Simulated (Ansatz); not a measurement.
Seebeck coefficient (μV/K, mean over directions) of n-type monolayer SnS against carrier density, PBE, rigid bands in Ansatz (a quantum-chemistry and plane-wave program). Computed gap 1.50 eV; densities at which minority carriers matter at this gap, or further valleys turn the trend, are left out. Conductivity mass 0.21 mₑ (harmonic mean over directions), N_c = 4.6e12 cm⁻² at 300 K.

```tsv
electron density	300 K	500 K
1.9e9 cm⁻²	-847	-913
1.9e10 cm⁻²	-649	-714
1.9e11 cm⁻²	(withheld)	-516
5.7e11 cm⁻²	-356	(withheld)
1.9e12 cm⁻²	-254	-320
5.7e12 cm⁻²	-165	(withheld)
1.9e13 cm⁻²	-93	-145
5.7e13 cm⁻²	-52	-88
1.9e14 cm⁻²	-33	-55
```

Some entries are withheld; supply them.


- 1.9e11 cm⁻², 300 K: -451
- 5.7e11 cm⁻², 500 K: -422
- 5.7e12 cm⁻², 500 K: -230

Rigid bands with a gap fixed in temperature, one relaxation time for all states, no polarons or phonon drag, and whether or not such doping can be reached. Spin-orbit coupling is left out.
